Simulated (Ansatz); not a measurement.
Be3N2 (P6₃/mmc, No. 194, 10 atoms in the cell; start mp-6977; a measured phase of this formula has another space group), treated with G0W0@PBEsol (Ansatz, a quantum-chemistry and plane-wave program, hard PAW, contour deformation).

The cell is the one relaxed with PBEsol. Conventional cell: a = 2.8367 Å, b = 2.8367 Å, c = 9.7075 Å, α = 90.00°, β = 90.00°, γ = 120.00°.

One run with a 12×12×2 mesh, response cutoff 100 eV and 282 empty bands, not extrapolated in mesh or basis; no spin–orbit coupling.

Highest filled and lowest empty level by k point (fractions of the reciprocal vectors of the cell (2.837 0.000 -0.000) (-1.418 2.457 -0.000) (-0.000 -0.000 9.708) Å; eV from the valence maximum of each method):

```json
[
 {"k": "0 0 0", "PBEsol filled": "0.00", "PBEsol empty": "6.16", "QP filled": "0.00", "QP empty": "7.82"},
 {"k": "0 0.25 -0.5", "PBEsol filled": "-1.03", "PBEsol empty": "6.25", "QP filled": "-1.14", "QP empty": "7.91"},
 {"k": "0 0.333 0", "PBEsol filled": "-1.08", "PBEsol empty": "4.58", "QP filled": "(withheld)", "QP empty": "(withheld)"},
 {"k": "0 0.417 -0.5", "PBEsol filled": "-1.66", "PBEsol empty": "4.65", "QP filled": "-1.84", "QP empty": "6.19"},
 {"k": "0.0833 0.167 0", "PBEsol filled": "-0.71", "PBEsol empty": "6.69", "QP filled": "-0.70", "QP empty": "8.43"},
 {"k": "0.0833 0.25 -0.5", "PBEsol filled": "-1.05", "PBEsol empty": "6.06", "QP filled": "-1.14", "QP empty": "7.72"},
 {"k": "0.167 0.333 0", "PBEsol filled": "-0.86", "PBEsol empty": "4.39", "QP filled": "(withheld)", "QP empty": "(withheld)"},
 {"k": "0.333 0.333 0", "PBEsol filled": "-0.57", "PBEsol empty": "5.27", "QP filled": "-0.61", "QP empty": "6.86"}
]
```

Problem. Estimate the withheld levels to about 0.1 eV.

Solution. 
- 0 0.333 0, QP filled: -1.19
- 0 0.333 0, QP empty: 6.12
- 0.167 0.333 0, QP filled: -0.94
- 0.167 0.333 0, QP empty: 5.92

A start named mp-… is a Materials Project structure, which need not be a measured phase.
